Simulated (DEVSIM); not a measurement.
Device: abrupt Ge p-n junction, at 250 K.

| layer (left to right) | material | thickness (μm) | Nd (cm⁻³) | Na (cm⁻³) | τn (s) | τp (s) |
|---|---|---|---|---|---|---|
| 1 | Ge | 27.0 | - | 1.6e16 | 2.5e-7 | 2.5e-7 |
| 2 | Ge | 1.40 | 1e16 | - | 2.5e-7 | 2.5e-7 |

Left contact: ohmic. Right contact: ohmic. Voltage is applied to the left contact. Recombination: SRH at mid-gap, Auger. Mobility is constant in doping. Where it depends on doping, it is μmin + (μ − μmin)/(1 + (N/Nref)^α).

Constants are typed, rounded textbook-type inputs, not results; the design itself was drawn at random and stands for no fabricated device. Values at 300 K; Nc and Nv go as T^1.5, mobilities as T to minus their exponent, the gap by Varshni's rule with the affinity fixed. The table also holds parameters that only a changed run uses.

| parameter | Ge |
|---|---|
| gap (eV) | 0.664 |
| affinity (eV) | 4 |
| permittivity | 16 |
| Nc (cm⁻³) | 1.04e19 |
| Nv (cm⁻³) | 6e18 |
| μn (cm²/Vs) | 3900 |
| μp (cm²/Vs) | 1900 |
| μn,min | 150 |
| μp,min | 100 |
| Nref,n | 2.6e17 |
| Nref,p | 4e17 |
| αn | 0.56 |
| αp | 0.6 |
| T exponent of μn | 1.66 |
| T exponent of μp | 2.33 |
| Cn (cm⁶/s) | 1e-31 |
| Cp (cm⁶/s) | 1e-31 |
| Varshni α (eV/K) | 0.000477 |
| Varshni β (K) | 235 |

Model (solved in DEVSIM): 1D drift-diffusion, Boltzmann statistics, complete ionisation; no tunnelling, impact ionisation, image-force lowering or self-heating.

Base results: potential step across the device at zero bias (V) 0.417; dark forward voltage at 100 A/cm² (V) 0.396; dark forward voltage at 1 A/cm² (V) 0.263; largest field in the device at zero bias (V/cm) 23000.

Task: What follows from this one change: thickness of layer 2 1.4 → 0.49 μm?

Result: potential step across the device at zero bias little changed (0.417 V); dark forward voltage at 100 A/cm² 0.396 → 0.377 V; dark forward voltage at 1 A/cm² 0.263 → 0.237 V; largest field in the device at zero bias little changed (23000 V/cm).

Task: What follows from this one change: doping Na of layer 1 1.6e+16 → 4.8e+15 cm^-3?

Result: potential step across the device at zero bias 0.417 → 0.391 V; dark forward voltage at 100 A/cm² 0.396 → 0.426 V; dark forward voltage at 1 A/cm² little changed (0.262 V); largest field in the device at zero bias 23000 → 16000 V/cm.

Task: What follows from this one change: doping-dependent mobility in place of the constant one?

Result: potential step across the device at zero bias little changed (0.417 V); dark forward voltage at 100 A/cm² 0.396 → 0.402 V; dark forward voltage at 1 A/cm² little changed (0.265 V); largest field in the device at zero bias little changed (23000 V/cm).
